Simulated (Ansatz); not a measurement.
Levels about the gap of amorphous Si$_{20}$B$_{4}$O$_{46}$ (70 atoms in a cell of 1066 Å³, 2.09 g/cm³; zone centre alone, so wide bands show as single levels with stretches between that a denser mesh fills), at the geometry that PBE relaxed, where it gives 0.0 GPa on a denser mesh. Exact exchange is cut at the faces of this small cell, which leaves a finite-size error. The participation number counts the atoms over which a state spreads; weights are charges in smoothed Voronoi cells. The levels come from a single point, so bond lengths are those of that geometry. Method of the levels: HSE06, scalar-relativistic without spin-orbit coupling (Ansatz, an electronic-structure program). Sampling: the zone centre alone; Fermi-Dirac width 0.02 eV; no spin polarisation. At PBE the levels at the filled edge of the gap are localised (band-tail or defect states).

A CHGNet melt-quench gave the starting glass, which DFT then relaxed. O atoms were pushed apart under 1.9 Å during the dynamics, to hinder bonds among them. The hot cell started wider than the set density and was brought back towards it in steps. It is the lowest in DFT energy of 8 quenches. It is a model cell: composition and starting density were chosen by hand, and all elements were melted together. No dispersion term was used. Its density started from a set value of 2.16 and ended at 2.09 g/cm³. The simulated quench (nominally 110 K/ps over its main leg) is rapid and tends to freeze in more defects than a deposited or slowly cooled glass has. A cell of this size samples the disorder only roughly. Volume and shape were free in the relaxation.

```tsv
E - E(highest filled), eV	filling	participation number	largest on	weight O	weight B	weight Si
-0.42	filled	11.9	O, 2 neighbours	0.95	0.02	0.03
-0.33	filled	25.4	O, 2 neighbours	0.96	0.01	0.03
-0.32	filled	22.1	O, 2 neighbours	0.96	0.01	0.03
-0.31	filled	15.9	O, 2 neighbours	0.96	0.00	0.03
-0.24	filled	16.6	O, 2 neighbours	0.96	0.01	0.03
-0.17	filled	22.9	O, 2 neighbours	0.96	0.01	0.03
0.00	filled	6.2	O, 2 neighbours	0.95	0.03	0.02
7.13	empty	63.6	O, 2 neighbours	0.77	0.03	0.20
8.62	empty	9.5	B, 3 neighbours	0.43	0.50	0.07
8.83	empty	48.3	O, 2 neighbours	0.71	0.03	0.25
9.01	empty	44.0	O, 2 neighbours	0.71	0.06	0.23
```

Most localised among these is the filled level at +0.00 eV, on a O atom, which has 2 neighbours (B 1.38 Å, Si 1.63 Å).
